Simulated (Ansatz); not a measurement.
TaP, element substitutions

The reference is TaP (space group I4_1md, No. 109; a = 3.310 Å, c = 11.272 Å; a cell from a computed database, its experimental status unchecked).

Each row replaces one element on all its sites; cell and atoms are relaxed.

Computed with Kohn–Sham DFT with the PBEsol functional, run in Ansatz (a quantum-chemistry and plane-wave program) with PAW and 420 eV plane waves, scalar-relativistic without spin-orbit coupling.

```
change  c/a ratio  lattice parameter a
------  ---------  -------------------
base        3.406             331.0 pm
Ta → Y      3.672             366.0 pm
P → Bi      3.260             379.8 pm
P → As      3.378             342.9 pm
```

No phonon test of stability was made. As relaxed here, YP and TaBi are hypothetical phases, not in the database extracts checked. The final runs are not spin-polarised.
